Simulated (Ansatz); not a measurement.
A self-consistent single point of Hf2S (P1, 6 atoms in the cell) with Ansatz (a program for electronic structure).

Level of theory: LDA (PW92), PAW files made with PBE (plane waves; Ansatz).

The change in words: atoms moved at random. Reference geometry:
```yaml
crystal:
  lattice:
    - [3.32366, 0.00000, 0.00000]
    - [-1.66183, 2.87837, 0.00000]
    - [0.00000, 0.00000, 11.54165]
  atoms:
    - { symbol: Hf, position: [0.66667, 0.33333, 0.89981] }
    - { symbol: Hf, position: [0.33333, 0.66667, 0.10019] }
    - { symbol: Hf, position: [0.33333, 0.66667, 0.39981] }
    - { symbol: Hf, position: [0.66667, 0.33333, 0.60019] }
    - { symbol: S, position: [0.00000, 0.00000, 0.75000] }
    - { symbol: S, position: [0.00000, 0.00000, 0.25000] }
```

Reference input (self-consistent single point, DFT, LDA (PW92), plane waves, PAW files made with PBE): basis.ecutwfc = 420 eV; kpoints.mp_grid.grid = 8 8 2; hamiltonian.xc = lda; hamiltonian.pseudopotentials = {kind: paw} (an earlier, softer set of the program's PAW files); scf.occupations.method = fermi_dirac; scf.occupations.width = 0.05 eV. This run's input differs from it in these lines:

Ansatz 0.2 input:
```diff
@@ -7,8 +7,8 @@
   atoms:
-    - { symbol: Hf, position: [0.66666700, 0.33333300, 0.89981000] }
-    - { symbol: Hf, position: [0.33333300, 0.66666700, 0.10019000] }
-    - { symbol: Hf, position: [0.33333300, 0.66666700, 0.39981000] }
-    - { symbol: Hf, position: [0.66666700, 0.33333300, 0.60019000] }
-    - { symbol: S, position: [0.00000000, 0.00000000, 0.75000000] }
-    - { symbol: S, position: [0.00000000, 0.00000000, 0.25000000] }
+    - { symbol: Hf, position: [0.62926900, 0.32176000, 0.89756600] }
+    - { symbol: Hf, position: [0.33576500, 0.67131200, 0.09768500] }
+    - { symbol: Hf, position: [0.36325900, 0.66253600, 0.40256300] }
+    - { symbol: Hf, position: [0.67353700, 0.37188800, 0.59476700] }
+    - { symbol: S, position: [0.02315900, -0.00272100, 0.75479100] }
+    - { symbol: S, position: [-0.02498900, -0.02477400, 0.25262800] }
 basis:
```

The program printed (abridged):

```
SCF iter   1: F=—  HF=-63662.144248 eV  |F-HF|=—  |Δ(HF+E_count)|=         —  Δρ=7.67e-2  dr2=3.33e1  ethr=3.10e-3  ⟨swp⟩=6.7  Hψ=17196  notcnv=0  defer=18
all-band conjugate gradients solve this SCF's bands
preconditioner: auto → Kerker (q_TF=auto, 2.751 Å⁻¹)
SCF iter   2: F=—  HF=-63658.494170 eV  |F-HF|=—  |Δ(HF+E_count)|=    3.65e0  Δρ=4.40e-2  dr2=1.33e1  ethr=3.10e-3  ⟨swp⟩=3.0  Hψ=7284  notcnv=0  defer=234
   [... lines left out ...]
SCF iter  10: F=—  HF=-63655.441139 eV  |F-HF|=—  |Δ(HF+E_count)|=   6.59e-7  Δρ=3.69e-5  dr2=1.98e-6  ethr=2.22e-8  ⟨swp⟩=2.2  Hψ=7665  notcnv=0  defer=237
SCF iter  11: F=—  HF=-63655.441140 eV  |F-HF|=—  |Δ(HF+E_count)|=   2.97e-7  Δρ=1.62e-5  dr2=7.90e-7  ethr=1.71e-9  ⟨swp⟩=2.6  Hψ=9004  notcnv=0  defer=237
SCF iter  12: F=—  HF=-63655.441139 eV  |F-HF|=—  |Δ(HF+E_count)|=   3.21e-7  Δρ=9.18e-6  dr2=2.06e-7  ethr=6.81e-10  ⟨swp⟩=3.0  Hψ=8716  notcnv=0  defer=237
SCF iter  13: F=-63655.441139 eV  HF=-63655.441139 eV  |F-HF|=4.97e-8  |Δ(HF+E_count)|=   8.73e-8  Δρ=2.84e-6  dr2=5.50e-8  ethr=8.62e-11  ⟨swp⟩=15.4  Hψ=29788  notcnv=0
SCF 1 converged in 13 iterations: F = -63655.441139 eV  dr2 = 5.50e-8
Free energy (F): -63655.441139 eV
Internal energy: -63655.419888 eV  (E = F + TS)
E sigma→0 (E₀):  -63655.430514 eV
Entropy (-TS):   -0.021251 eV (-3.542 meV/atom)
Fermi energy:    17.616384 eV
--- Forces (eV/Å), atoms counted from 1 ---
  atom   1  Hf     1.19275232     0.44243463     0.56881038
  atom   2  Hf    -0.30198652    -0.36882432     0.55050656
  atom   3  Hf    -1.08608666     0.03064363    -0.79248558
  atom   4  Hf     0.61766777    -0.69157796     1.39219608
  atom   5  S     -1.19807145    -0.00269785    -1.22325632
  atom   6  S      0.77572785     0.59001974    -0.49574569
--- Stress (GPa, compression-positive) ---
        0.947304       1.073755       1.157024
        1.073755      -0.832590       0.297538
        1.157024       0.297538       3.483384
  P = ⅓ Tr σ = 1.1994 GPa (11.994 kbar)
  The stress holds the Pulay correction. Without it, at fixed plane waves, as pw.x and ABINIT print it: P = 1.1485 GPa
```

The run converged in 13 iterations. Against the reference run the free energy rises by 62.7 meV/atom, the pressure goes from -0.11 to 1.20 GPa and the largest force goes from 0.174 to 1.712 eV/Å.

The starting cell comes from a database of computed structures (which also holds hypothetical and non-ambient phases and stackings), without a prior relaxation at this level. Its lattice was rescaled by a random factor within 2.5 % of one. For this run, on top of that: atoms moved at random. Forces in this geometry exceed 1 eV/Å. Ansatz's pressure includes its estimate of the finite-basis (Pulay) stress.

Cost on one core of a shared machine: roughly 2 min.
